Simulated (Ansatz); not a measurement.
Base system: CdI$_{2}$ in the CdI2 type structure (space group P-3m1, No. 164; layered, stacked along the Cartesian z axis).

```yaml
crystal:
  lattice:
    - [4.15259, 0.00000, 0.00000]
    - [-2.07629, 3.59624, 0.00000]
    - [0.00000, 0.00000, 6.55351]
  atoms:
    - { symbol: Cd, position: [0.00000, 0.00000, 0.00000] }
    - { symbol: I, position: [0.66667, 0.33333, 0.26115] }
    - { symbol: I, position: [0.33333, 0.66667, 0.73885] }
```

Cartesian axes are those of the cell as printed.

Computed with Ansatz (a quantum-chemistry and plane-wave program) PBEsol-D3(BJ), no spin-orbit coupling, earlier PAW set.

Strains are applied to the cell and any free atomic positions relax; under biaxial strain the out-of-plane vector relaxes too.

One change was made to it. Results:

The shortest interatomic distance drops by 0.0725 bohr (5.567 bohr → 5.494 bohr); the pressure (mean of the normal stresses, compression positive) rises by 1.42 GPa (-0.01 GPa → 1.41 GPa).

Which of these changes matches the shifts?
A. uniaxial strain ε_xx = −4.42 %
B. biaxial strain −2.12 %, plane normal [001], relaxed out of plane
C. biaxial strain −0.57 %, plane normal [001], relaxed out of plane

A, uniaxial strain ε_xx = −4.42 %. For comparison, the pressure in the other runs: biaxial strain −2.12 %, plane normal [001], relaxed out of plane gives 0.86 GPa; biaxial strain −0.57 %, plane normal [001], relaxed out of plane gives 0.22 GPa.

Stability against distortions was not tested.
